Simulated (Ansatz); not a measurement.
## Te: pressure 2.1 GPa

Consider Te (space group P3_121, No. 152; a = 4.521 Å, c = 5.954 Å; made of chains).

Now apply this change: cell and atoms relaxed at a pressure of 2.1 GPa.

Level of theory: PBE/PAW in Ansatz (a program for electronic structure), scalar-relativistic without spin-orbit coupling. k-mesh 9×9×6 (Γ-centred); smearing 0.05 eV (Fermi–Dirac).

* **Volume per atom**: 32.37 Å³ (base 35.13 Å³)
* **Density**: 6.55 g/cm³ (base 6.03 g/cm³)
* **Lattice parameter a**: 4.333 Å (base 4.521 Å)
* **c/a ratio**: 1.378 (base 1.317)
* **Shortest interatomic distance**: 2.913 Å (base 2.889 Å)
* **Enthalpy H = E + PV relative to the base's energy**: +0.44 eV/atom
* **Band gap**: zero (base 0.23 eV)

Spin-orbit coupling, missing from the scalar runs, can matter with Te. Load acts through the strain it causes; cell and atoms are relaxed under it. Whether these cells are dynamically stable was not tested. No dispersion term is included, though the crystal is made of layers, chains or molecules, so its spacings can come out too wide. Gaps under 0.05 eV, about the width of the smearing, are given as zero. A zero or small gap of Te can be the functional's error rather than a property of the material.
